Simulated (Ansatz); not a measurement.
## A computed series for SnO2: response to strain

Base system: SnO2 in the rutile structure (space group P4_2/mnm, No. 136; a = 4.828 Å, c = 3.238 Å).

Strains are applied to the cell and any free atomic positions relax.

All numbers come from Ansatz (an electronic-structure program), PBE, PAW, cutoff 420 eV, no SOC.

Notes on the quantities. energy relative to the base: free energy F.

```tsv
case	energy relative to the base	hole mass	electron mass	volume per atom
base	0 meV/atom	–	0.16 mₑ along c, 0.17 mₑ across (at Γ)	12.58 Å³
isotropic strain −3.00 %	+63 meV/atom	1.7 mₑ along c, 1.2 mₑ across (at Γ)	0.20 mₑ along c, 0.24 mₑ across (at Γ)	11.48 Å³
isotropic strain −2.40 %	+40 meV/atom	–	0.19 mₑ along c, 0.22 mₑ across (at Γ)	11.69 Å³
isotropic strain −1.80 %	+22 meV/atom	1.7 mₑ along c, 1.3 mₑ across (at Γ)	0.18 mₑ along c, 0.21 mₑ across (at Γ)	11.91 Å³
isotropic strain −1.20 %	+9.4 meV/atom	1.8 mₑ along c, 1.3 mₑ across (at Γ)	0.17 mₑ along c, 0.20 mₑ across (at Γ)	12.13 Å³
isotropic strain −0.60 %	+2.3 meV/atom	1.8 mₑ along c, 1.3 mₑ across (at Γ)	0.17 mₑ along c, 0.18 mₑ across (at Γ)	12.35 Å³
```

The levels and masses belong to the bands next to the band gap. Masses are band curvatures over ±0.01 Å⁻¹ around the edge. Whether these cells are dynamically stable was not tested.
